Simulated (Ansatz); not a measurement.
Take Ge (space group Pm-3n, No. 223; a hypothetical phase, not in the database extracts checked) as the base.

```yaml
crystal:
  lattice:
    - [5.41705, 0.00000, 0.00000]
    - [0.00000, 5.41705, 0.00000]
    - [0.00000, 0.00000, 5.41705]
  atoms:
    - { symbol: Ge, position: [0.25000, 0.00000, 0.50000] }
    - { symbol: Ge, position: [0.75000, 0.00000, 0.50000] }
    - { symbol: Ge, position: [0.00000, 0.50000, 0.25000] }
    - { symbol: Ge, position: [0.00000, 0.50000, 0.75000] }
    - { symbol: Ge, position: [0.50000, 0.25000, 0.00000] }
    - { symbol: Ge, position: [0.50000, 0.75000, 0.00000] }
    - { symbol: Ge, position: [0.00000, 0.00000, 0.00000] }
    - { symbol: Ge, position: [0.50000, 0.50000, 0.50000] }
```

Cartesian axes are those of the cell as printed.

Computed with plane-wave PAW DFT at the PBE level (Ansatz, a program for electronic structure, 420 eV), no spin-orbit coupling.

Strains are applied to the cell and any free atomic positions relax; under biaxial strain the out-of-plane vector relaxes too.

One change was made to it. Results:

The energy rises by 1.7 meV/atom; the pressure (mean of the normal stresses, compression positive) goes from zero to -1.2 GPa; the shortest interatomic distance drops by 0.008 bohr to 5.110 bohr.

Question: Name the change that was made.
(A) uniaxial strain ε_yy = +2.02 %
(B) biaxial strain +3.93 %, plane normal [001], relaxed out of plane
(C) isotropic strain −2.40 %
(D) biaxial strain +4.29 %, plane normal [001], relaxed out of plane

Answer: A, uniaxial strain ε_yy = +2.02 %. For comparison, the energy relative to the base in the other runs: biaxial strain +4.29 %, plane normal [001], relaxed out of plane gives +20 meV/atom; isotropic strain −2.40 % gives +22 meV/atom; biaxial strain +3.93 %, plane normal [001], relaxed out of plane gives +17 meV/atom.

Without a gap, meshes like the base's 9×9×9 leave anisotropic stresses uncertain by several tenths of a GPa, and small strain energies with them. No phonon test of stability was made.
